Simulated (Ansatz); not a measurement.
BN under a change: pressure 5 GPa

Consider BN (space group P6_3/mmc, No. 194; a = 2.506 Å, c = 6.615 Å; layered, stacked along the Cartesian z axis).

The change: cell and atoms relaxed at a pressure of 5 GPa.

Method: PBE-D3(BJ) (Ansatz, a quantum-chemistry and plane-wave program, PAW, without spin-orbit coupling). Γ-centred 15×15×5 mesh, Fermi–Dirac width 0.05 eV.

| quantity | base | changed | shift |
|---|---|---|---|
| volume per atom | 9.00 Å³ | 8.09 Å³ | -0.91 Å³ |
| density | 2.29 g/cm³ | 2.55 g/cm³ | +0.26 g/cm³ |
| lattice parameter a | 250.6 pm | 249.6 pm | -1.0 pm |
| c/a ratio | 2.639 | 2.402 | -0.237 |
| shortest interatomic distance | 144.7 pm | 144.1 pm | -0.6 pm |
| enthalpy H = E + PV relative to the base's energy | – | +0.26 eV/atom | – |
| band gap | 4.24 eV | 4.08 eV | -0.16 eV |
| smallest direct gap | 4.64 eV | 4.39 eV | -0.245 eV |
| width of the top valence band | 3.22 eV | 3.54 eV | +0.32 eV |

Load acts through the strain it causes; cell and atoms are relaxed under it. No phonon test of stability was made. No other phases were tried under pressure.
